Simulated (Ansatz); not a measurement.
The reference is MgO in the rock salt structure (space group Fm-3m, No. 225).

```yaml
crystal:
  lattice:
    - [0.00000, 2.10705, 2.10705]
    - [2.10705, 0.00000, 2.10705]
    - [2.10705, 2.10705, 0.00000]
  atoms:
    - { symbol: Mg, position: [0.00000, 0.00000, 0.00000] }
    - { symbol: O, position: [0.50000, 0.50000, 0.50000] }
```

Cartesian axes are those of the cell as printed.

Method: Kohn–Sham DFT with the PBEsol functional, run in Ansatz (a quantum-chemistry and plane-wave program) with PAW and 420 eV plane waves, spin-orbit coupling left out.

Strains are applied to the cell and any free atomic positions relax; under biaxial strain the out-of-plane vector relaxes too.

One change was made to it. Results:

```csv
quantity,base,after
"valence-band top at Γ (three highest levels, from the VBM)","0.00, 0.00, 0.00 eV","0.00, -0.08, -0.08 eV"
band gap,4.62 eV,4.43 eV
shortest interatomic distance,2.107 Å,2.117 Å
```

**Question.** Name the change that was made.
A. biaxial strain +1.25 %, plane normal [111], relaxed out of plane
B. biaxial strain +0.42 %, plane normal [111], relaxed out of plane
C. biaxial strain +0.83 %, plane normal [111], relaxed out of plane

**Answer.** C, biaxial strain +0.83 %, plane normal [111], relaxed out of plane. For comparison, the band gap in the other runs: biaxial strain +0.42 %, plane normal [111], relaxed out of plane gives 4.53 eV; biaxial strain +1.25 %, plane normal [111], relaxed out of plane gives 4.34 eV.

Whether these cells are dynamically stable was not tested.
